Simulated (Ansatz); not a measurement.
Base system: ZnS in the zinc blende structure (space group F-43m, No. 216; a = 5.443 Å).

Levels (all Ansatz, a program for electronic structure, PAW, earlier PAW set): PBE (420 eV, scalar-relativistic without spin-orbit coupling); PBEsol (420 eV, no spin-orbit coupling).

Levels that relaxed their own cell: PBE and PBEsol.

| level | band gap | lattice parameter a |
|---|---|---|
| PBE | 2.01 eV | 5.443 Å |
| PBEsol | 2.08 eV | 5.357 Å |

Measured: band gap 3.94 eV (static lattice; corrected from measurement; as listed in Wei Chen et al., Physical Review Materials (2018)); lattice parameter a 5.41 Å (room temperature; as listed in Martin Albrecht, Beate Paulus, Hermann Stoll, Phys. Rev. B (1997)).

Computed minus measured — band gap: PBE -1.93 eV, PBEsol -1.86 eV (closest: PBEsol); lattice parameter a: PBE +0.6 %, PBEsol -1.0 % (closest: PBE). Measured values not marked as corrected hold thermal and zero-point effects that the static-lattice runs lack. A measured gap can be an optical one, lowered by exciton binding.

Whether these cells are dynamically stable was not tested.
